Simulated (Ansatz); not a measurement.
The parent structure is BaF₂ (space group P6_3/mmc, No. 194; a = 4.3577 Å, c = 5.9960 Å; a cell from a computed database, its experimental status unchecked).

The change: a hydrostatic pressure of 10 GPa.

Levels (all Ansatz, a first-principles code, PAW): PBEsol (420 eV, without spin-orbit coupling); PBEsol+SOC (420 eV, noncollinear with spin-orbit coupling).

The geometry is relaxed with PBEsol.

| Item | Result |
|---|---|
| PBEsol lowest conduction level above the VBM at special points | K 5.74 eV; Γ 6.55 eV; M 7.15 eV; H 7.95 eV |
| PBEsol pressure | 9.99 GPa |
| PBEsol smallest direct gap | 5.94 eV |

Problem. How does going to PBEsol+SOC change the lowest conduction level above the VBM at special points, pressure and smallest direct gap?

Solution. The lowest conduction level above the VBM at special points goes from K 5.74 eV; Γ 6.55 eV; M 7.15 eV; H 7.95 eV to K 5.73 eV; Γ 6.51 eV; M 7.14 eV; H 7.93 eV; the pressure is nearly the same (9.99 GPa against 9.98 GPa); the smallest direct gap remains 5.94 eV.

Single points use the geometry relaxed with PBEsol. Differences between runs with and without spin-orbit coupling are approximate. Load acts through the strain it causes; cell and atoms are relaxed under it. Stability against distortions was not tested. No other phases were tried under pressure.
